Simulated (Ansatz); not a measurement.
Consider interstitial H in bixbyite In2O3 with all lengths changed by +1 %, charge state +1. All values below come from PBE, PAW (plane waves to 420 eV; Ansatz, a program for electronic structure).

Cell of 80 host sites held at the strained lattice (strain from the relaxed PBE one, atoms relaxed); one k-point at (0.250, 0.250, 0.250); Fermi-Dirac width 0.01 eV, spin-restricted; finite-size errors left in. Energies are static. The charge state is imposed; whether it is stable for some Fermi level was not computed. Sites that were not tried may lie lower.

Barriers: single points on a 2×2×2 k-point mesh shifted by half a step at the bands' geometries.

Relaxed starting cell (atoms counted from 1):

```
CELL_PARAMETERS angstrom
     10.39257     0.00000     0.00000
      0.00000    10.39257     0.00000
      0.00000     0.00000    10.39257
ATOMIC_POSITIONS crystal
  In 0.74614 0.24877 0.25176
  In 0.25587 0.24921 0.25770
  In 0.25102 0.74874 0.25028
  In 0.25175 0.24961 0.75077
  In 0.99935 0.24913 0.46850
  In 0.03027 0.50708 0.25894
  In 0.46838 0.50194 0.74739
  In 0.25040 0.03292 0.50128
  In 0.74958 0.46656 0.50012
  In 0.99889 0.74899 0.03398
  In 0.03427 0.99780 0.74931
  In 0.25792 0.47353 0.99428
  In 0.46585 0.99812 0.24986
  In 0.74865 0.03344 0.00059
  In 0.49852 0.24872 0.03319
  In 0.50038 0.75011 0.46580
  O  0.34879 0.62104 0.88630
  O  0.08405 0.32503 0.13636
  O  0.89137 0.15735 0.11802
  O  0.61083 0.15438 0.88316
  O  0.39056 0.34751 0.88213
  O  0.11688 0.11136 0.34617
  O  0.88210 0.38801 0.34687
  O  0.34538 0.38318 0.61238
  O  0.11162 0.15468 0.61849
  O  0.37431 0.38910 0.15209
  O  0.60870 0.34583 0.38248
  O  0.88970 0.34576 0.61863
  O  0.39094 0.15263 0.38497
  O  0.61626 0.11056 0.15395
  O  0.38256 0.61010 0.34509
  O  0.61668 0.88867 0.34537
  O  0.15438 0.38410 0.38977
  O  0.15434 0.88273 0.61141
  O  0.11635 0.88428 0.15523
  O  0.88229 0.61243 0.15575
  O  0.34419 0.11723 0.11274
  O  0.34540 0.88258 0.38895
  O  0.15362 0.11672 0.88819
  O  0.15278 0.60645 0.11272
  In 0.25099 0.75195 0.74914
  In 0.74980 0.74990 0.74993
  In 0.74765 0.24983 0.74830
  In 0.74867 0.75045 0.25016
  In 0.50177 0.75217 0.96564
  In 0.53403 0.99976 0.74974
  In 0.96577 0.99696 0.25189
  In 0.74858 0.53349 0.00039
  In 0.24934 0.96536 0.00076
  In 0.50024 0.24984 0.53509
  In 0.53263 0.50047 0.24974
  In 0.74957 0.96553 0.50025
  In 0.96572 0.50147 0.75110
  In 0.25045 0.53411 0.50167
  In 0.99912 0.75006 0.53566
  In 0.99498 0.24616 0.95219
  O  0.84526 0.11648 0.38864
  O  0.61118 0.84557 0.61702
  O  0.38899 0.65501 0.61606
  O  0.11203 0.65654 0.38530
  O  0.88829 0.84465 0.38378
  O  0.61778 0.61118 0.84527
  O  0.38287 0.89062 0.84606
  O  0.84529 0.88440 0.11144
  O  0.61049 0.65428 0.11664
  O  0.88303 0.88820 0.65473
  O  0.11131 0.84474 0.88404
  O  0.38792 0.84470 0.11673
  O  0.88820 0.65356 0.88424
  O  0.11735 0.61040 0.65640
  O  0.88023 0.10789 0.84302
  O  0.11840 0.39036 0.85591
  O  0.65468 0.88308 0.88873
  O  0.65028 0.38289 0.11149
  O  0.61721 0.38935 0.65297
  O  0.38310 0.11140 0.65503
  O  0.84568 0.61677 0.61149
  O  0.84391 0.38256 0.88714
  O  0.65390 0.61668 0.38874
  O  0.65398 0.11691 0.61070
  H  0.01824 0.26689 0.17432
```
Cell charge +1.

End state 1 differs by these moves (Å; atoms that move under 0.08 Å are left out):

```tsv
atom	element	Δx	Δy	Δz
2	In	0.06	0.02	0.07
6	In	-0.04	0.10	0.08
12	In	-0.04	-0.07	0.04
18	O	0.62	-0.30	-0.46
26	O	0.11	-0.01	0.05
33	O	-0.02	0.03	-0.08
72	O	-0.05	-0.02	-0.10
81	H	1.83	-0.39	-1.32
```

What forward and backward barriers to end state 1 does PBE, PAW give?

forward 0.59 eV, backward 0.29 eV; at the saddle point atom 81 has neighbours O at 0.98 Å. The saddle point's order was not checked.

End state 2 differs by these moves (Å; atoms that move under 0.08 Å are left out):

```json
[
 {"atom": "6", "element": "In", "Δx": "-0.03", "Δy": "0.05", "Δz": "0.07"},
 {"atom": "18", "element": "O", "Δx": "-0.15", "Δy": "0.49", "Δz": "-0.34"},
 {"atom": "40", "element": "O", "Δx": "0.02", "Δy": "0.10", "Δz": "0.00"},
 {"atom": "56", "element": "In", "Δx": "-0.03", "Δy": "-0.07", "Δz": "0.03"},
 {"atom": "72", "element": "O", "Δx": "-0.01", "Δy": "-0.02", "Δz": "-0.08"},
 {"atom": "81", "element": "H", "Δx": "0.16", "Δy": "1.81", "Δz": "-1.29"}
]
```

What forward and backward barriers to end state 2 does PBE, PAW give?

forward 0.65 eV, backward 0.051 eV; at the saddle point atom 81 has neighbours O at 0.98, O at 1.94 Å. The saddle point's order was not checked.
